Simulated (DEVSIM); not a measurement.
Device: Si p-i-n diode, at 250 K.

```tsv
layer (left to right)	material	thickness (μm)	Nd (cm⁻³)	Na (cm⁻³)	τn (s)	τp (s)
1	Si	0.290	-	1.1e18	0.00015	0.00015
2	Si	0.470	1.3e12	-	0.00015	0.00015
3	Si	0.830	1.8e18	-	0.00015	0.00015
```

Left contact: ohmic. Right contact: ohmic. Voltage is applied to the left contact. Recombination: SRH at mid-gap, radiative, Auger. Mobility is constant in doping. Where it depends on doping, it is μmin + (μ − μmin)/(1 + (N/Nref)^α).

The device is made up for the run: typed textbook-type constants, with dimensions and the other settings drawn at random. Values at 300 K; Nc and Nv go as T^1.5, mobilities as T to minus their exponent, the gap by Varshni's rule with the affinity fixed. The table also holds parameters that only a changed run uses.

| parameter | Si |
|---|---|
| gap (eV) | 1.124 |
| affinity (eV) | 4.05 |
| permittivity | 11.7 |
| Nc (cm⁻³) | 2.86e19 |
| Nv (cm⁻³) | 3.1e19 |
| μn (cm²/Vs) | 1417 |
| μp (cm²/Vs) | 470 |
| μn,min | 52 |
| μp,min | 45 |
| Nref,n | 9.7e16 |
| Nref,p | 2.2e17 |
| αn | 0.68 |
| αp | 0.72 |
| T exponent of μn | 2.3 |
| T exponent of μp | 2.2 |
| B (cm³/s) | 4.7e-15 |
| Cn (cm⁶/s) | 2.8e-31 |
| Cp (cm⁶/s) | 9.9e-32 |
| Varshni α (eV/K) | 0.000473 |
| Varshni β (K) | 636 |

Model (solved in DEVSIM): 1D drift-diffusion, Boltzmann statistics, complete ionisation; no tunnelling, impact ionisation, image-force lowering or self-heating.

Base results: dark forward voltage at 100 A/cm² (V) 0.834; potential step across the device at zero bias (V) 1.016; dark forward voltage at 1 A/cm² (V) 0.734.

What follows from this one change: doping Nd of layer 3 1.8e+18 → 5.4e+18 cm^-3?

dark forward voltage at 100 A/cm² little changed (0.835 V); potential step across the device at zero bias 1.016 → 1.040 V; dark forward voltage at 1 A/cm² little changed (0.735 V).

What follows from this one change: doping Na of layer 1 1.1e+18 → 1.1e+17 cm^-3?

dark forward voltage at 100 A/cm² 0.834 → 0.787 V; potential step across the device at zero bias 1.016 → 0.967 V; dark forward voltage at 1 A/cm² 0.734 → 0.686 V.

What follows from this one change: doping-dependent mobility in place of the constant one?

dark forward voltage at 100 A/cm² 0.834 → 0.870 V; potential step across the device at zero bias little changed (1.016 V); dark forward voltage at 1 A/cm² 0.734 → 0.770 V.
